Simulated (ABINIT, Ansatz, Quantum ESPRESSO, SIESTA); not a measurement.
## LaZnGa (P6_3/mmc, 6 atoms in the cell) computed with different codes at matched settings

Self-consistent single point.

```xyz
6
Lattice="4.4921 0.0000 0.0000 -2.2460 3.8902 0.0000 0.0000 0.0000 8.0471" Properties=species:S:1:pos:R:3 pbc="T T T"
La     0.0000     0.0000     4.0235
La     0.0000     0.0000     0.0000
Zn     0.0000     2.5935     6.0353
Zn     2.2460     1.2967     2.0118
Ga     0.0000     2.5935     2.0118
Ga     2.2460     1.2967     6.0353
```

All programs got the same cell, k-point mesh and kind of occupations (in Ansatz's words: kpoints.mp_grid.grid = 6 6 3; scf.occupations.method = gaussian; scf.occupations.width = 0.1 eV); potentials, basis and cutoffs are each program's usual ones.

| code | model | pressure (GPa) | k-points | cutoff |
|---|---|---|---|---|
| SIESTA | GGA PBEsol, numerical atomic orbitals DZP, PseudoDojo PBEsol standard norm-conserving potentials (rewritten from UPF to PSML) | -3.06 | 60 | grid 300 Ry |
| ABINIT | PBEsol, PAW (JTH v2.0 PBE PAW, files made for PBE) | -2.42 | 14 | 30 Ha |
| Ansatz | PBEsol, PAW files made with PBE | -2.52 | 14 | default |
| Quantum ESPRESSO | PBEsol, GBRV 1.5 ultrasoft (PBESOL) pseudopotentials | -2.70 | 14 | 50 Ry |

The spread over the programs that give each value: pressure within 0.64 GPa.

The starting cell comes from a database of computed structures (which also holds hypothetical and non-ambient phases and stackings), without a prior relaxation at this level.

Problem. Why do the programs differ, and what cannot be compared?

Solution. Differences of this kind can come from the potentials, where these differ, and from what each basis and cutoff leave unconverged. The valence holds different numbers of electrons (SIESTA 88, ABINIT 72, Ansatz (an electronic-structure program) 72, Quantum ESPRESSO 100). The zero of total energies and Fermi levels follows the potentials and each program's conventions, so they are not compared here. SIESTA uses small atom-centred bases, whose incompleteness enters pressures, forces and empty levels differently from a plane-wave cutoff. Ansatz's pressure is given at a fixed set of plane waves, as the other plane-wave codes print theirs; with its correction for the finite basis it is -2.49 GPa. The programs reduce the same mesh by symmetry to different extents, which changes the work and not the result.

Left out of this page: Elk and FLEUR (not drawn, or without a comparable value).

Keys are those of Ansatz 0.2.
